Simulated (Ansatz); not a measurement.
# Converging the k-point mesh at a smearing width of 0.05 eV: VW3 (I4mm, 4 atoms in the cell)

```
VW3
1.0
    0.00000     3.10949     3.10949
    3.10949     0.00000     3.10949
    3.10949     3.10949     0.00000
V W
1 3
Direct
  0.00804   0.00804   0.99196
  0.25000   0.25000   0.25000
  0.75000   0.75000   0.75000
  0.50000   0.50000   0.50000
```

Method: LDA (PW92), default PAW files made with PBE (plane waves; Ansatz, an electronic-structure program).

Base settings: basis.ecutwfc = 420 eV; kpoints.mp_grid.grid = 9 9 9; hamiltonian.xc = lda; hamiltonian.pseudopotentials = {kind: paw} (the program's default PAW files); scf.occupations.method = gaussian; scf.occupations.width = 0.1 eV.

In this ladder: scf.occupations.width = 0.05 eV.

The second cell is the first with its lattice scaled by 0.98.

Only quantities that move along the ladder and can be compared are tabulated.

The count of work is k-points × plane waves × bands × iterations; it is no time. Core times come from one kind of shared machine, to one figure; runs under 30 s give none.

The starting cell comes from a database of computed structures (which also holds hypothetical and non-ambient phases and stackings), without a prior relaxation at this level. Its lattice was rescaled by up to half a per cent. One atom was moved a little off its site on purpose. Spin polarisation is off. In the base run, with a pressure of about -7 GPa the cell is away from its equilibrium volume at this level. Ansatz's pressure includes its estimate of the finite-basis (Pulay) stress.

Steps (kpoints.mp_grid.grid): 3 3 3; 4 4 4; 5 5 5; 6 6 6; 7 7 7; 8 8 8; 10 10 10; 12 12 12; 15 15 15; 18 18 18; 22 22 22.

**Question.** What is the coarsest kpoints.mp_grid.grid that holds the energy of the compressed cell less the first within 0.5 meV/atom of the last step, with all finer ones?

**Answer.** 10 10 10, at 0.12 of the last step's count of work; the step before is off by 1.9 meV/atom.

**Question.** What is the coarsest kpoints.mp_grid.grid that holds the pressure within 0.2 GPa of the last step, with all finer ones?

**Answer.** 10 10 10, at 0.12 of the last step's count of work; the step before is off by 0.27 GPa.

**Question.** What is the coarsest kpoints.mp_grid.grid that holds the free energy within 0.5 meV/atom of the last step, with all finer ones?

**Answer.** 15 15 15, at 0.35 of the last step's count of work and about 0.4 of the last step's time; the step before is off by 0.84 meV/atom.

| kpoints.mp_grid.grid | free energy less the last step's (meV/atom) | energy of the compressed cell less the first (meV/atom) | pressure (GPa) | largest difference of a force vector from the last step's (eV/Å) | count of work / last | core time / last (rough) |
|---|---|---|---|---|---|---|
| 3 3 3 | 67.99 | 2.41 | -8.32 | 0.131 | 0.0072 | – |
| 4 4 4 | 6.95 | 22.42 | -5.43 | 0.016 | 0.016 | – |
| 5 5 5 | -7.93 | 11.40 | -7.14 | 0.021 | 0.022 | – |
| 6 6 6 | 9.19 | 8.61 | -7.31 | 0.042 | 0.036 | – |
| 7 7 7 | 4.37 | 14.93 | -6.31 | 0.046 | 0.048 | – |
| 8 8 8 | 0.75 | 14.75 | -6.50 | 0.022 | 0.071 | – |
| 10 10 10 | 1.13 | 12.91 | -6.80 | 0.020 | 0.12 | – |
| 12 12 12 | 0.84 | 13.11 | -6.70 | 0.016 | 0.20 | – |
| 15 15 15 | -0.19 | 12.73 | -6.80 | 0.002 | 0.35 | 0.4 |
| 18 18 18 | 0.15 | 12.66 | -6.78 | 0.002 | 0.58 | 0.6 |
| 22 22 22 | 0.00 | 12.83 | -6.77 | 0.000 | 1.0 | 1 |

The energy difference between the two cells stays within 1 meV/atom of the last step's from 10 10 10 on, the total only from 12 12 12 on: much of the error is common to both cells and cancels.

Two neighbours can agree and both be off: 7 7 7 and 8 8 8 differ by 0.18 meV/atom in the energy of the compressed cell less the first, yet lie about 1.9 meV/atom from the last step.

Keys are those of Ansatz 0.2.
